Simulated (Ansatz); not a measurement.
## Ag: uniaxial strain ε_zz = +2.00 %

The parent structure is Ag in the fcc (Cu type) structure (space group Fm-3m, No. 225; a = 4.0538 Å; relaxed with 0.1 eV smearing). Axes: x, y, z lie along the cube axes.

The change: the cell is stretched by 2.00 % along z with no lateral relaxation, atoms relaxed at fixed cell.

Computed with PBEsol/PAW in Ansatz (a first-principles code), no spin-orbit coupling. Settings: 28×28×28 k-points, 0.1 eV Fermi–Dirac smearing.

```csv
quantity,base,changed,shift
space group,Fm-3m (No. 225),I4/mmm (No. 139),–
shortest interatomic distance,2.866 Å,2.866 Å,0.000 Å
energy relative to the base (free energy F),0 meV/atom,+2.9 meV/atom,+2.9 meV/atom
"pressure (mean of the normal stresses, compression positive)",0.0 GPa,-2.2 GPa,-2.2 GPa
band gap,zero,zero,–
"stress (xx, yy, zz, yz, xz, xy; compression positive)",–,"(-1.9, -1.9, -2.7, 0.0, 0.0, 0.0) GPa",–
```

No phonon test of stability was made.
